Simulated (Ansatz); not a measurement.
# Effect of isotropic strain −3.00 % on HfO2

Base system: HfO$_{2}$ in the fluorite structure (space group Fm-3m, No. 225; a = 5.044 Å).

Now apply this change: an isotropic linear strain of −3.00 %; the atoms relax in the strained cell.

The values are results of PBEsol (Ansatz, a first-principles code; PAW; 420 eV plane waves; spin-orbit coupling left out), not measurements. k-mesh 11×11×11 (Γ-centred); smearing 0.05 eV (Fermi–Dirac).

```json
[
 {"quantity": "volume per atom", "base": "10.69 Å³", "changed": "9.76 Å³", "shift": "-0.93 Å³"},
 {"quantity": "shortest interatomic distance", "base": "2.184 Å", "changed": "2.118 Å", "shift": "-0.066 Å"},
 {"quantity": "energy relative to the base (free energy F)", "base": "0 meV/atom", "changed": "+79 meV/atom", "shift": "+79 meV/atom"},
 {"quantity": "pressure", "base": "0.00 GPa", "changed": "29.30 GPa", "shift": "+29.293 GPa"},
 {"quantity": "band gap", "base": "3.69 eV", "changed": "3.89 eV", "shift": "+0.20 eV"},
 {"quantity": "gap character", "base": "direct at X", "changed": "direct at X", "shift": "–"},
 {"quantity": "mean gap deformation potential ΔEg/Δln V", "base": "–", "changed": "-2.2 eV", "shift": "–"},
 {"quantity": "width of the top valence band", "base": "1.88 eV", "changed": "1.98 eV", "shift": "+0.10 eV"},
 {"quantity": "electron mass", "base": "1.1 mₑ along k, 0.70 mₑ across (at X)", "changed": "1.0 mₑ along k, 0.66 mₑ across (at X)", "shift": "–"},
 {"quantity": "hole mass", "base": "–", "changed": "0.28 mₑ along k, 2.8 mₑ across (at X)", "shift": "–"}
]
```

Spin-orbit coupling, missing from the scalar runs, can matter with Hf. Masses are band curvatures over ±0.01 Å⁻¹ around the edge. Along k means along the line from Γ to the band edge. Whether these cells are dynamically stable was not tested. This is not the structure that HfO2 has at room temperature and ambient pressure.
